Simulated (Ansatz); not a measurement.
# How the elastic constant C44 of A15 Mo3Si moves with the method

No measured value is used here.

| level (code) | value (GPa) | cell (Å³/atom) |
|---|---|---|
| LDA (Ansatz) | 122 | 14.12 |
| PBE (Ansatz) | 112 | 14.76 |
| PBEsol (Ansatz) | ___ | 14.36 |
| r²SCAN (Ansatz) | 122 | 14.57 |

**Question.** What belongs in the gaps?

**Answer.** 
- PBEsol (Ansatz, an electronic-structure program), value (GPa): 120

Each level is taken at its own relaxed cell. Cutoffs differ between the levels. Ansatz's density-functional and Hartree–Fock values are scalar-relativistic unless marked +SOC, with PAW data made under PBE.
